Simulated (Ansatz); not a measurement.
CaO: pressure 1.5 GPa

The reference is CaO in the rock salt structure (space group Fm-3m, No. 225; a = 4.767 Å).

Modification: cell and atoms relaxed at a pressure of 1.5 GPa.

The values are results of Ansatz (an electronic-structure program) PBEsol, scalar-relativistic without spin-orbit coupling, not measurements. Γ-centred 12×12×12 mesh, Fermi–Dirac width 0.05 eV.

The volume per atom falls by 0.17 Å³, from 13.54 Å³ to 13.37 Å³ and the density increases by 0.04 g/cm³ to 3.48 g/cm³. The lattice parameter a drops by 0.020 Å to 4.747 Å and the shortest interatomic distance falls by 0.0099 Å to 2.374 Å. The enthalpy H = E + PV relative to the base's energy comes out as +0.13 eV/atom and the band gap is still 3.54 eV. The gap character stays indirect, Γ → X and the smallest direct gap falls by 0.01 eV, from 3.92 eV to 3.91 eV. The width of the top valence band increases by 0.026 eV (1.26 eV → 1.28 eV) and the electron mass stays 1.4 mₑ along k, 0.42 mₑ across (at X). The hole mass (degenerate bands, along [100]) is still 0.34, 2.8, 2.8 mₑ (at Γ) and the valley order (the lowest conduction-band minima on the path, energy above the VBM, named in the base's zone) goes from X along ⟨100⟩ 3.54 eV; Γ 4.78 eV to X along ⟨100⟩ 3.54 eV; Γ 4.89 eV.

Final structure:

```
CaO
1.0
    0.00000     2.37353     2.37353
    2.37353     0.00000     2.37353
    2.37353     2.37353     0.00000
Ca O
1 1
Direct
  0.00000   0.00000   0.00000
  0.50000   0.50000   0.50000
```

Load acts through the strain it causes; cell and atoms are relaxed under it. Masses are band curvatures over ±0.01 Å⁻¹ around the edge. Along k means along the line from Γ to the band edge. Stability against distortions was not tested. The base started in Cmce and relaxed to Fm-3m at this level.
